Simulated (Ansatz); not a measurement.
Input and output of a self-consistent single point for NaCl (Fm-3m, 2 atoms in the cell) (Ansatz, a quantum-chemistry and plane-wave program).

Method: PBE (plane waves, PAW; Ansatz).

```yaml
crystal:
  lattice:
    - [0.00000, 2.78820, 2.78820]
    - [2.78820, 0.00000, 2.78820]
    - [2.78820, 2.78820, 0.00000]
  atoms:
    - { symbol: Na, position: [0.00000, 0.00000, 0.00000] }
    - { symbol: Cl, position: [0.50000, 0.50000, 0.50000] }
```

Reference input (self-consistent single point, DFT, PBE, plane waves, default PAW files): basis.ecutwfc = 30.9 Ry; kpoints.mp_grid.grid = 5 5 5; hamiltonian.xc = pbe; hamiltonian.pseudopotentials = {kind: paw} (the program's default PAW files); scf.occupations.method = fixed. This run's input differs from it in these lines:

Ansatz 0.2 input:
```diff
@@ -9,3 +9,3 @@
 basis:
-  ecutwfc: 30.9 Ry
+  ecutwfc: 12.5 Ry
 kpoints:
```

Output (repeated stretches shortened):

```
SCF iter   1: F=—  HF=-2560.682560 eV  |F-HF|=—  |Δ(HF+E_count)|=         —  Δρ=7.76e-2  dr2=8.20e-1  ethr=1.77e-3  ⟨swp⟩=3.9  Hψ=621  notcnv=0  defer=7
all-band conjugate gradients solve this SCF's bands
preconditioner: auto → none
SCF iter   2: F=—  HF=-2559.862985 eV  |F-HF|=—  |Δ(HF+E_count)|=   8.20e-1  Δρ=2.01e-2  dr2=3.85e-2  ethr=1.77e-3  ⟨swp⟩=2.0  Hψ=300  notcnv=0  defer=18
SCF iter   3: F=—  HF=-2559.829491 eV  |F-HF|=—  |Δ(HF+E_count)|=   3.35e-2  Δρ=4.22e-3  dr2=2.32e-3  ethr=2.40e-4  ⟨swp⟩=2.0  Hψ=222  notcnv=0  defer=18
   [... lines left out ...]
SCF iter   5: F=—  HF=-2559.828174 eV  |F-HF|=—  |Δ(HF+E_count)|=   1.37e-3  Δρ=8.70e-5  dr2=3.90e-6  ethr=1.21e-7  ⟨swp⟩=2.0  Hψ=212  notcnv=0  defer=15
SCF iter   6: F=—  HF=-2559.828173 eV  |F-HF|=—  |Δ(HF+E_count)|=   1.26e-6  Δρ=3.08e-5  dr2=3.44e-7  ethr=2.43e-8  ⟨swp⟩=2.0  Hψ=145  notcnv=0  defer=15
SCF iter   7: F=—  HF=-2559.828173 eV  |F-HF|=—  |Δ(HF+E_count)|=   1.57e-7  Δρ=1.67e-5  dr2=1.33e-7  ethr=6.25e-10  ⟨swp⟩=6.0  Hψ=566  notcnv=0
SCF iter   8: F=-2559.828173 eV  HF=-2559.828173 eV  |F-HF|=1.25e-8  |Δ(HF+E_count)|=   3.93e-8  Δρ=6.07e-6  dr2=1.72e-8  ethr=6.25e-10  ⟨swp⟩=3.0  Hψ=310  notcnv=0
SCF 1 converged in 8 iterations: F = -2559.828173 eV  dr2 = 1.72e-8
Free energy (F): -2559.828173 eV
Internal energy: -2559.828173 eV  (E = F + TS)
E sigma→0 (E₀):  -2559.828173 eV
Fermi energy:    1.495696 eV
--- Forces (eV/Å), atoms counted from 1 ---
  atom   1  Na    -0.00000000     0.00000000    -0.00000000
  atom   2  Cl     0.00000000     0.00000000     0.00000000
--- Stress (GPa, compression-positive) ---
        1.355987       0.000000       0.000000
       -0.000000       1.355987      -0.000000
        0.000000       0.000000       1.355987
  P = ⅓ Tr σ = 1.3560 GPa (13.560 kbar)
  The stress holds the Pulay correction. Without it, at fixed plane waves, as pw.x and ABINIT print it: P = -145.5512 GPa
```

The run converged in 8 iterations. Against the reference run the free energy goes up by 4.86 eV/atom, the pressure goes from 1.75 to 1.36 GPa and the gap on the mesh goes from 5.242 to 5.009 eV.

The starting cell comes from a database of computed structures (which also holds hypothetical and non-ambient phases and stackings), without a prior relaxation at this level. Its lattice was rescaled by a random factor within 2.5 % of one. Ansatz's pressure includes its estimate of the finite-basis (Pulay) stress. Without the estimate this run gives -145.55 GPa. The cutoff lies below the one recommended for these files.
